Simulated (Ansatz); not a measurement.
Consider this model of amorphous Si$_{32}$O$_{32}$.

```xyz
64
Lattice="10.1566 -0.5940 -0.0256 -0.5940 10.1426 -0.3940 -0.0256 -0.3940 10.2111" Properties=species:S:1:pos:R:3 pbc="T T T"
Si     3.0305     0.7677     8.3573
Si     7.7181     0.1834     9.1844
Si     1.7301     2.1818     2.7284
Si     9.3420     8.1320     0.2723
Si     3.7014     5.3689     9.8001
Si     7.1187     9.0972     0.3835
Si     2.0019     3.4710     5.5401
Si     6.5140     2.8423     3.0506
Si     2.0391     9.9553     0.2632
Si     7.3080     4.0972     0.3830
Si     4.5537     8.5550     7.3695
Si     8.7952     2.3765    -0.1073
Si     1.2276     0.1910     6.9826
Si     3.7144     2.1401     6.4549
Si     8.0487     7.3407     4.1127
Si     2.3531     2.6364     9.8432
Si     3.2137     7.1403     1.4921
Si     8.9092     1.1184     1.9277
Si     6.4668     3.1255     6.0746
Si     1.4270     6.7894     3.1116
Si     5.7353     8.6356     2.4162
Si     2.5407     6.3166     6.9242
Si     0.2037     2.3537     6.7116
Si     9.1589     6.2223     1.5563
Si     0.3676     3.4449     8.8050
Si     5.9244     7.2564     8.9837
Si     7.8780     5.7632     6.8727
Si    -0.2104     6.5066     7.9482
Si     9.1152    -0.2472     7.2850
Si     4.3019     0.9105     3.6285
Si     6.8321     0.0650     6.9867
Si     0.2181     8.5906     3.9987
O      4.0918    -0.5423     8.4973
O      2.0315     3.3155     3.8751
O      0.3852     6.0164     1.9997
O      5.0297     2.1787     2.9202
O      5.2728     5.8364     9.6076
O      2.7403     8.5166     0.6716
O      5.2203    -0.3853     3.3167
O      6.7824     8.3279     3.6671
O      6.5886     3.9417     1.8541
O      4.1476     1.0681     5.2409
O      2.7626     0.8784     2.9827
O      2.9340     5.7986     8.4187
O      7.6262     6.4391     5.4050
O      4.7371     7.3442     2.1392
O      2.0390     2.7206     1.2286
O      3.6553     7.4428     6.4656
O      4.9425     3.2546     6.6454
O      0.2091     5.0987     8.6843
O      0.1561     1.7609     2.8657
O      1.0612     7.0150     7.0269
O      6.8382     1.5390     6.2032
O      7.7065     1.7274     2.9047
O      2.3753     5.0555     5.8823
O      7.4117     4.1781     6.8882
O      0.3925     9.8373     0.5294
O      8.1878     6.2734     2.8705
O      6.6131     3.5554     4.5049
O      6.9952     6.6726     7.8890
O      0.9688     9.4932     5.1701
O      8.2663     5.4270     0.4214
O     -0.4392     7.7073     9.0315
O      3.6082     3.7282     9.9100
```

All values below come from PBE, scalar-relativistic without spin-orbit coupling (plane waves to 420 eV, PAW; Ansatz, a first-principles code). The usual formal charges leave 64 electrons over, so the level spacing at the Fermi energy parts defect or band states and needn't be the band gap.

Preparation: random packing, a CHGNet melt and quench, and a DFT relaxation. O atoms were pushed apart under 1.9 Å during the dynamics, to hinder bonds among them. The hot cell started wider than the set density and was brought back towards it in steps. It is the lowest in DFT energy of 8 quenches. It is a model cell: composition and starting density were chosen by hand, and all elements were melted together. No dispersion term was used. Its density started from a set value of 2.23 and ended at 2.24 g/cm³. The quench (nominally 150 K/ps over its main leg) was far faster than any real one, so the model tends to hold more defects than a real film. Values belong to this one cell and scatter from quench to quench. Volume and shape were free in the relaxation. On a 2×2×2 Γ-centred mesh force components of up to 0.17 eV/Å stay, since the relaxation ran on the zone centre alone.

Bonds are counted up to Si-Si 2.60 Å, Si-O 1.90 Å, O-O 1.58 Å. Two cations that share two anions don't count as bonded, nor two that share one unless they lie closer than Si-Si 2.38 Å.

Question: Give the coordination numbers, mean bond lengths and angles.

Answer: 
```json
{
  "Mean coordination of Si by anions": "2.00 (5 with 0, 6 with 1, 10 with 2, 6 with 3, 5 with 4); 58 close contacts or bonds to cations besides",
  "Mean coordination of O": "2.00 (32 with 2)",
  "Mean Si-O bond": "1.652 Å (spread 0.020 Å, 64 counted)",
  "Mean Si-Si bond": "2.393 Å (spread 0.060 Å, 29 counted)",
  "Bond angle at Si": "mean 108.5°, spread 13.8°",
  "Bond angle at O": "mean 143.5°, spread 13.5°"
}
```

Question: Which atoms depart from the most common coordination of their element?

Answer: Si9 has 2 (O38 1.65 Å, O57 1.67 Å); Si10 has 3 (O62 1.64 Å, O41 1.65 Å, Si12 2.33 Å); Si18 has 3 (O54 1.66 Å, O51 1.67 Å, Si12 2.40 Å); Si20 has 3 (O35 1.71 Å, Si32 2.34 Å, Si17 2.44 Å); Si32 has 3 (O61 1.66 Å, Si20 2.34 Å, Si15 2.42 Å).
